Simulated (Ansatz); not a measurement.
## GaSe in the beta-GaS type structure (space group P6_3/mmc, No. 194; layered, stacked along the Cartesian z axis)

Space group P6₃/mmc (No. 194); a = b = 3.7049 Å, c = 15.5079 Å, α = β = 90.00°, γ = 120.00°

```json
[
 {"atom": "Ga", "site": "4f", "symmetry": "3m.", "x": "0.3333", "y": "0.6667", "z": "0.1722"},
 {"atom": "Se", "site": "4f", "symmetry": "3m.", "x": "0.6667", "y": "0.3333", "z": "0.0962"}
]
```

Computed with Ansatz (a quantum-chemistry and plane-wave program), PBEsol-D3(BJ), PAW, cutoff 420 eV, scalar-relativistic without spin-orbit coupling, earlier PAW set. Settings: 10×10×3 k-points, 0.05 eV Fermi–Dirac smearing.

- Volume per atom = 23.04 Å³
- Density = 5.36 g/cm³
- Band gap = 0.82 eV, indirect, Γ → M
- Hole mass = 0.075 mₑ along c, 1.5 mₑ across
- Lowest conduction-band minima above the VBM = M (1/2, 0, 0) 0.82 eV; Γ 0.93 eV; K (1/3, 1/3, 0) 1.02 eV
- Total energy = -4584.542 eV/atom (σ→0; compares only within this code and set-up)

Effective masses come from finite differences of ±0.01 Å⁻¹. Whether these cells are dynamically stable was not tested.
